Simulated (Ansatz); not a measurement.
**BP under a change: isotropic strain −2.50 %**

Take BP in the zinc blende structure (space group F-43m, No. 216; a = 4.491 Å) as the base.

Modification: the cell is scaled by 0.9750 in all directions; the atoms relax in the strained cell.

Calculations: LDA (Ansatz, an electronic-structure program; PAW; 420 eV plane waves; no SOC). Γ-centred 13×13×13 mesh, Fermi–Dirac width 0.05 eV.

| quantity | base | changed | shift |
|---|---|---|---|
| volume per atom | 11.32 Å³ | 10.49 Å³ | -0.83 Å³ |
| space group | F-43m (No. 216) | F-43m (No. 216) | – |
| shortest interatomic distance | 1.944 Å | 1.896 Å | -0.0486 Å |
| energy relative to the base (free energy F) | 0 meV/atom | +37 meV/atom | +37 meV/atom |
| pressure | -0.01 GPa | 15.36 GPa | +15.37 GPa |
| band gap | 1.14 eV | 1.04 eV | -0.10 eV |
| smallest direct gap | 3.43 eV | 3.57 eV | +0.14 eV |
| width of the top valence band | 5.67 eV | 6.12 eV | +0.45 eV |
| electron mass | 1.3 mₑ along k, 0.22 mₑ across (off the special points) | 1.4 mₑ along k, 0.22 mₑ across (off the special points) | – |

Final structure:

```
BP
1.0
    0.00000     2.18913     2.18913
    2.18913     0.00000     2.18913
    2.18913     2.18913     0.00000
B P
1 1
Direct
  0.00000   0.00000   0.00000
  0.25000   0.25000   0.25000
```

Masses are band curvatures over ±0.01 Å⁻¹ around the edge. Along k means along the line from Γ to the band edge. No phonon test of stability was made.
